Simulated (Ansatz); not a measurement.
Amorphous Si24O47H2, 73 atoms at 2.24 g/cm³, one PBE-relaxed geometry, zone centre. Methods: PBE, scalar-relativistic without spin-orbit coupling (Ansatz, a program for electronic structure); r2SCAN, scalar-relativistic without spin-orbit coupling (Ansatz). Plane waves to 420 eV (r2SCAN 500 eV). The usual formal charges leave 4 electrons over, so the level spacing at the Fermi energy parts defect or band states and needn't be the band gap. At PBE the levels at the filled edge of the gap are localised (band-tail or defect states). The higher rungs were started with moments on some atoms, which died out.

The cell was made by melting and quenching with the CHGNet potential and then relaxed with DFT. O atoms were pushed apart under 1.9 Å during the dynamics, to hinder bonds among them. The hot cell started wider than the set density and was brought back towards it in steps. It is the lowest in DFT energy of 2 quenches. It is a model cell: composition and starting density were chosen by hand, and all elements were melted together. No dispersion term was used. Its density started from a set value of 2.24 and ended at 2.24 g/cm³. The quench (nominally 780 K/ps over its main leg) was far faster than any real one, so the model tends to hold more defects than a real film. A cell of this size samples the disorder only roughly. The volume was held where the preparation left it and the shape relaxed, at a PBE pressure of 0.2 GPa. On a 2×2×2 Γ-centred mesh force components of up to 0.14 eV/Å stay, since the relaxation ran on the zone centre alone.

The relaxation ran on the zone centre alone. At PBE the level spacing at the Fermi energy is 1.07 eV on a 2×2×2 Γ-centred mesh, and the spacing at the zone centre alone 1.13 eV.

Task: What zone-centre spacing does r2SCAN give, roughly?

Result: 1.48 eV (+0.35 eV against PBE).

The highest filled and the lowest empty state spread over these numbers of atoms (participation numbers): PBE: 4.5 and 56.5; r2SCAN: 4.3 and 58.2.
